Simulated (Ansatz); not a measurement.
Base system: KBr in the rock salt structure (space group Fm-3m, No. 225; a = 6.705 Å).

Level of theory: DFT with PBE, PAW potentials and a 420 eV plane-wave cutoff in Ansatz (a program for electronic structure), no spin-orbit coupling.

For the base:

| Quantity | Value |
|---|---|
| Width of the top valence band | 0.49 eV |
| Electron mass | 0.39 mₑ (at Γ) |
| Lattice parameter a | 6.705 Å |

It is then changed as follows: hydrostatic tension (pressure −2 GPa).

Task: What does the calculation give for the width of the top valence band, electron mass and lattice parameter a after the change?

Result: The width of the top valence band falls by 0.22 eV to 0.27 eV; the electron mass goes from 0.39 mₑ (at Γ) to 0.45 mₑ (at Γ); the lattice parameter a goes up by 0.713 Å to 7.418 Å.

The levels and masses belong to the bands next to the band gap. Load acts through the strain it causes; cell and atoms are relaxed under it. Effective masses come from finite differences of ±0.01 Å⁻¹. Stability against distortions was not tested.
